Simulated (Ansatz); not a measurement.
Ansatz (a quantum-chemistry and plane-wave program) run on ZnAg₂SnS₄ (I-42m, 8 atoms in the cell): relaxation of cell and atoms.

Level of theory: PBEsol, default PAW files made with PBE (plane waves; Ansatz).

The change in words: atoms on their sites; relax: default → cell and atoms. Reference geometry:
```
CELL_PARAMETERS angstrom
     -2.77495     2.77495     6.05277
      2.77495    -2.77495     6.05277
      2.77495     2.77495    -6.05277
ATOMIC_POSITIONS crystal
  Zn 0.00413 0.00413 0.00000
  Ag 0.75000 0.25000 0.50000
  Ag 0.25000 0.75000 0.50000
  Sn 0.50000 0.50000 0.00000
  S  0.63948 0.12892 0.00000
  S  0.87108 0.87108 0.51056
  S  0.12892 0.63948 0.00000
  S  0.36052 0.36052 0.48944
```

Reference input (self-consistent single point, DFT, PBEsol, plane waves, default PAW files made with PBE): basis.ecutwfc = 420 eV; kpoints.mp_grid.grid = 3 3 3; hamiltonian.xc = pbesol; hamiltonian.pseudopotentials = {kind: paw} (the program's default PAW files); scf.occupations.method = fermi_dirac; scf.occupations.width = 0.01 eV. This run's input differs from it in these lines:

```diff
@@ -7,3 +7,3 @@
   atoms:
-    - { symbol: Zn, position: [0.00413000, 0.00413000, 0.00000000] }
+    - { symbol: Zn, position: [0.00000000, 0.00000000, 0.00000000] }
     - { symbol: Ag, position: [0.75000000, 0.25000000, 0.50000000] }
@@ -24,2 +24,4 @@
   occupations: { method: fermi_dirac, width: 0.01 eV }
+relax:
+  cell: {}
 output:
```

Output (repeated stretches shortened):

```
   [... SCF lines of the steps left out ...]
relax step   1: F+E_penalty+E_count = -27817.63287829 eV  Δ(F+E_penalty+E_count) = +0.000e0 eV  max|allowed force component| = 1.064e-1 eV/Å  Δτ_max = 0.0000 Å  P = -2.622 GPa  Ω = 186.434 Å³  (8 SCF iters, dr2 threshold 1.00e-7 eV, accepted)
relax step   2: F+E_penalty+E_count = -27817.70953333 eV  Δ(F+E_penalty+E_count) = -7.666e-2 eV  max|allowed force component| = 8.358e-2 eV/Å  Δτ_max = 0.0204 Å  P = -0.357 GPa  Ω = 179.130 Å³  energy of the carried Pulay correction = +1.691e-3 eV  [...]
   [... lines left out ...]
relax step   4: F+E_penalty+E_count = -27817.71485648 eV  Δ(F+E_penalty+E_count) = -6.846e-5 eV  max|allowed force component| = 2.146e-3 eV/Å  Δτ_max = 0.0009 Å  P = +0.002 GPa  Ω = 177.967 Å³  energy of the carried Pulay correction = +1.967e-3 eV  [...]
relax step   5: F+E_penalty+E_count = -27817.71292431 eV  Δ(F+E_penalty+E_count) = +1.932e-3 eV  max|allowed force component| = 2.531e-3 eV/Å  Δτ_max = 0.0000 Å  P = +0.002 GPa  Ω = 177.967 Å³  stress off target by 1.74e-2 GPa  SCF on the basis [...]
basis re-selected at this cell: Δ(F+E_penalty+E_count) = +1.932e-3 eV, ΔP = +0.001 GPa vs the last step
the relaxation is at rest under the 8 symmetry operations that the run kept from its start: a minimum is not shown …
Free energy (F): -27817.712924 eV
Internal energy: -27817.712899 eV  (E = F + TS)
E sigma→0 (E₀):  -27817.712911 eV
Entropy (-TS):   -0.000026 eV (-0.003 meV/atom)
Fermi energy:    7.772985 eV
--- Forces (eV/Å), atoms counted from 1 ---
  atom   1  Zn     0.00000000     0.00000000    -0.00000000
   [... lines left out ...]
  cell:  # Å, volume = 177.9675 Å³
   [... lines left out ...]
    - { symbol: Sn, position: [0.5000000000000001, 0.5000000000000001, -7.325819711449306e-21] }
    - { symbol: S, position: [0.6397779530881005, 0.12521950885087713, 0.0] }
    - { symbol: S, position: [0.8747804911491228, 0.8747804911491228, 0.5145584442372233] }
    - { symbol: S, position: [0.12521950885087713, 0.6397779530881005, 0.0] }
    - { symbol: S, position: [0.3602220469118995, 0.3602220469118995, 0.4854415557627767] }
```

The run converged. 

Summary of the result:
| Property | Result |
|---|---|
| Free energy E − TS (on the zero of these files) | -27817.7129 eV |
| Gap on the k-point mesh | 0.13 eV |
| Pressure | 0.00 GPa |
| Largest force (vector length) | 0.003 eV/Å |
| Final cell | a = b = c = 7.090 Å, α = β = 134.59°, γ = 66.16° |
| Final volume per atom | 22.25 Å³ |
| Relaxation steps | 5 |

The starting cell comes from a database of computed structures (which also holds hypothetical and non-ambient phases and stackings), without a prior relaxation at this level. Its lattice was rescaled by up to half a per cent. The relaxation keeps the symmetry of its start, so its end need not be a minimum. Ansatz's pressure includes its estimate of the finite-basis (Pulay) stress.

Cost on one core of a shared machine: roughly 40 s.

Keys are those of Ansatz 0.2.
